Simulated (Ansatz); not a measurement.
The starting structures come from a database of crystals and need not be the phases stable at ambient conditions.

The decay constant κ of evanescent states in the gap governs leakage through a thin film.

Data:

```
CELL_PARAMETERS angstrom
      5.93176     0.00000     0.00000
     -1.97725     5.59251     0.00000
      1.97725     2.79626     4.74829
ATOMIC_POSITIONS crystal
  Hf 0.12500 0.75000 0.12500
  Hf 0.25000 0.62500 0.62500
  Hf 0.37500 0.25000 0.37500
  Hf 0.75000 0.87500 0.87500
  Hf 0.87500 0.12500 0.25000
  Hf 0.62500 0.37500 0.75000
  N  0.50000 0.00000 0.63366
  N  0.00000 0.86634 0.50000
  N  0.13366 0.13366 0.86634
  N  0.86634 0.50000 0.00000
  N  0.00000 0.36634 0.50000
  N  0.50000 0.00000 0.13366
  N  0.36634 0.50000 0.00000
  N  0.63366 0.63366 0.36634
```

Space group of this cell: Fdd2. The cell is strained (lengths across the current scaled by 1.02, ions clamped); by r2SCAN its mean pressure is -12.4 GPa.

Transport runs along the normal of the first two printed cell vectors.

The gap is the functional's own, uncorrected, and κ follows it; spin-orbit coupling is left out. Mid-gap values are interpolated between the computed energies.

Question: Estimate the band gap and the smallest decay constant κ at mid-gap that r2SCAN (Ansatz, an electronic-structure program) returns for this system.

Answer: Gap 1.33 eV on a 6×6×6 mesh; κ = 0.195 1/Å, at the zone centre.
